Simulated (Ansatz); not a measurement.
# A constructed model of the (0001) surface of hcp Ti, a pseudomorphic layer of W in the host's stacking (bottom of the slab: a bare face, its two planes held)

Calculation: PBE (plane waves to 420 eV, PAW; Ansatz, an electronic-structure program).

Slab: 7 atoms, 14.5 Å thick at the start; k 15x15x1, smearing 0.1 eV, dipole-corrected; 2 atoms held, the rest relaxed; start symmetry kept, larger cells not searched; no spin, no spin-orbit, no U. It is one candidate, not shown to be the stable structure of the face.

```
Property                                         Result
-----------------------------  ------------------------
work function of the top face                   5.00 eV
energy released by relaxation                   0.62 eV
cost                           roughly 2.5 core-minutes
```
